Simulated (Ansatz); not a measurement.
Take WC (space group P-6m2, No. 187; a = 2.899 Å, c = 2.827 Å; relaxed with 0.1 eV smearing) as the base. Axes: x lies along a and z along c of the hexagonal cell.

Calculations: PBEsol, PAW, 420 eV (Ansatz, a program for electronic structure; no SOC).

Before the change:

```
Quantity                         Value
-----------------------------  -------
Shortest interatomic distance  2.191 Å
Band gap                          zero
```

Perturbation: the cell is stretched by 1.50 % along z with no lateral relaxation, atoms relaxed at fixed cell.

Predict the new energy relative to the base.

The energy grows by 6.9 meV/atom.

How does this affect the stress?

The stress (xx, yy, zz, yz, xz, xy; compression positive) comes out as (-2.6, -2.6, -14.1, 0.0, 0.0, 0.0) GPa.

What does the calculation give for the shortest interatomic distance after the change?

The shortest interatomic distance grows by 0.0137 Å, from 2.191 Å to 2.204 Å.

Estimate the effect on the band gap.

The band gap stays zero.

The cells carry an imposed strain or load. Stability against distortions was not tested. All final runs are without spin polarisation.
